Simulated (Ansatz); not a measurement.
The parent structure is SiO$_{2}$ (space group P3_121, No. 152; a = 5.022 Å, c = 5.510 Å).

The values are results of PBE (Ansatz, a quantum-chemistry and plane-wave program, PAW, no spin-orbit coupling), not measurements.

Before the change:

Pressure: 0.00 GPa
Smallest direct gap: 6.01 eV

It is then changed as follows: every lattice vector is stretched by 1.37 %, atoms relaxed at fixed cell.

Task: Predict the new largest internal atomic displacement.

Result: The largest internal atomic displacement is 0.143 Å.

Task: What happens to the pressure?

Result: The pressure (mean of the normal stresses, compression positive) goes from zero to -1.23 GPa.

Task: What does the calculation give for the energy relative to the base after the change?

Result: The energy rises by 2.1 meV/atom.

Task: What happens to the smallest direct gap?

Result: The smallest direct gap shrinks by 0.186 eV to 5.83 eV.

The cells carry an imposed strain or load. Stability against distortions was not tested.
